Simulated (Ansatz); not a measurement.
**Nb: 2 layers**

The reference is Nb in the bcc (W type) structure (space group Im-3m, No. 229; a = 3.3027 Å). Axes: x, y, z lie along the cube axes.

The change: a free-standing slab of 2 layers (2 atoms, 1 a layer) is cut normal to [110], with 15 Å of vacuum and the in-plane cell held at bulk.

Level of theory: Ansatz (a quantum-chemistry and plane-wave program), r2SCAN, PAW, cutoff 500 eV, no spin-orbit coupling. k-mesh 17×17×1 (Γ-centred); smearing 0.05 eV (Fermi–Dirac), for the changed cell.

| quantity | base | changed | shift |
|---|---|---|---|
| layer's space group (with vacuum) | – | Cmme (No. 67) | – |
| shortest interatomic distance | 2.860 Å | 2.685 Å | -0.175 Å |
| band gap | zero | zero | – |
| excess energy per area of both faces (slab less bulk energy over the cell's area: twice a surface energy) (uncertain by up to 0.04 J/m²) | – | 4.48 J/m² | – |
| thickness between the outermost nuclei | – | 2.12 Å | – |

The excess energy carries the mismatch between the slab's and the bulk's meshes. Whether these cells are dynamically stable was not tested. All final runs are without spin polarisation.
